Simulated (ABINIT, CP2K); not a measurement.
An ABINIT input for a self-consistent single point of Ni₃Si (Pm-3m, 4 atoms in the cell) (DFT, PBE, plane waves, norm-conserving pseudopotentials (PseudoDojo nc-sr-05 PBE standard)):

```
# Ni3Si, PseudoDojo nc-sr-05 PBE standard
pp_dirpath "./"
pseudos "Si.upf, Ni.upf"
acell 6.6608367242 6.6608367242 6.6608367242
rprim
         1.0000000000    0.0000000000    0.0000000000
         0.0000000000    1.0000000000    0.0000000000
         0.0000000000    0.0000000000    1.0000000000
natom 4
ntypat 2
znucl 14 28
typat 1 2 2 2
xcart
         0.0000000000    0.0000000000    0.0000000000
         0.0000000000    1.7623815000    1.7623815000
         1.7623815000    0.0000000000    1.7623815000
         1.7623815000    1.7623815000    0.0000000000
      Angstrom
ecut 49
occopt 7
tsmear 0.272 eV
nband 37
kptopt 1
ngkpt 7 7 7
nshiftk 1
shiftk 0 0 0
nstep 100
toldfe 1.0e-09
prtwf 0
prtden 0
```

### Question
Give the CP2K input for the same structure, mesh, smearing and functional.

### Answer
This is the input that was run; spellings and numerical settings could be chosen otherwise.

```
&GLOBAL
  PROJECT run
  RUN_TYPE ENERGY_FORCE
  PRINT_LEVEL LOW
&END GLOBAL
&FORCE_EVAL
  METHOD Quickstep
  STRESS_TENSOR ANALYTICAL
  &DFT
    BASIS_SET_FILE_NAME BASIS_MOLOPT
    POTENTIAL_FILE_NAME GTH_POTENTIALS
    &QS
      METHOD GPW
      EPS_DEFAULT 1E-10
    &END QS
    &MGRID
      CUTOFF 600
      REL_CUTOFF 40
      NGRIDS 5
    &END MGRID
    &SCF
      SCF_GUESS ATOMIC
      EPS_SCF 1E-6
      MAX_SCF 100
      ADDED_MOS 10
      &DIAGONALIZATION
        ALGORITHM STANDARD
      &END DIAGONALIZATION
      &MIXING
        METHOD BROYDEN_MIXING
        ALPHA 0.2
        NBUFFER 12
        BETA 1.5
      &END MIXING
      &SMEAR ON
        METHOD GAUSSIAN
        SIGMA [eV] 0.272
      &END SMEAR
    &END SCF
    &KPOINTS
      SCHEME MONKHORST-PACK 7 7 7
    &END KPOINTS
    &XC
      &XC_FUNCTIONAL PBE
      &END XC_FUNCTIONAL
    &END XC
    &PRINT
      &MO
        EIGENVALUES T
        OCCUPATION_NUMBERS T
        NDIGITS 8
        FILENAME mo
        &EACH
          QS_SCF 0
        &END EACH
        ADD_LAST NUMERIC
      &END MO
      &MULLIKEN OFF
      &END MULLIKEN
    &END PRINT
  &END DFT
  &SUBSYS
    &CELL
      ABC 3.52476300 3.52476300 3.52476300
      ALPHA_BETA_GAMMA 90.00000000 90.00000000 90.00000000
      PERIODIC XYZ
    &END CELL
    &COORD
      SCALED
      Si       0.00000000     0.00000000     0.00000000
      Ni       0.00000000     0.50000000     0.50000000
      Ni       0.50000000     0.00000000     0.50000000
      Ni       0.50000000     0.50000000     0.00000000
    &END COORD
    &KIND Si
      BASIS_SET DZVP-MOLOPT-SR-GTH-q4
      POTENTIAL GTH-PBE-q4
    &END KIND
    &KIND Ni
      BASIS_SET DZVP-MOLOPT-SR-GTH-q18
      POTENTIAL GTH-PBE-q18
    &END KIND
  &END SUBSYS
  &PRINT
    &FORCES ON
    &END FORCES
    &STRESS_TENSOR ON
    &END STRESS_TENSOR
  &END PRINT
&END FORCE_EVAL
```

Basis, cutoffs, solver keys and any potentials are the target program's own. This input uses DFT PBE, GPW, DZVP-MOLOPT-SR-GTH basis, GTH-PBE potentials (GTH_POTENTIALS). Both were run: pressure -3.09 GPa in ABINIT and -1.73 in CP2K.

On ABINIT: the starting cell has typed, rounded lattice constants, without a prior relaxation at this level. Its lattice was rescaled by a random factor within 2.5 % of one. For this run, on top of that: lattice scaled by 0.98. Spin polarisation is off. With a pressure of about -3 GPa the cell is away from its equilibrium volume at this level.

On CP2K: the starting cell has typed, rounded lattice constants, without a prior relaxation at this level. Its lattice was rescaled by a random factor within 2.5 % of one. For this run, on top of that: lattice scaled by 0.98. Spin polarisation is off. Values carry the incompleteness of an atom-centred basis.
